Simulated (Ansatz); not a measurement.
# CsCl-type TiOs

All values below come from PBEsol in Ansatz (plane waves, PAW).

Run with plane-wave cutoff 520 eV, 18×18×18 k mesh, Fermi–Dirac smearing 0.05 eV, no spin polarisation, scalar-relativistic PAW data made under PBE.

Cell (relaxed at this level):

```yaml
crystal:
  lattice:
    - [3.06153, 0.00000, 0.00000]
    - [0.00000, 3.06153, 0.00000]
    - [0.00000, 0.00000, 3.06153]
  atoms:
    - { symbol: Ti, position: [0.50000, 0.50000, 0.50000] }
    - { symbol: Os, position: [0.00000, 0.00000, 0.00000] }
```

```
Item                    Result
---------------  -------------
band gap         zero (no gap)
bulk modulus B0        267 GPa
```

Note: the bulk modulus is −V dP/dV from two relaxed cells at ±2 % in volume.

Spin–orbit coupling is not included.

Computed values are for the static lattice.

It cost roughly 80 core-seconds of CPU time.

Ansatz is a first-principles code.
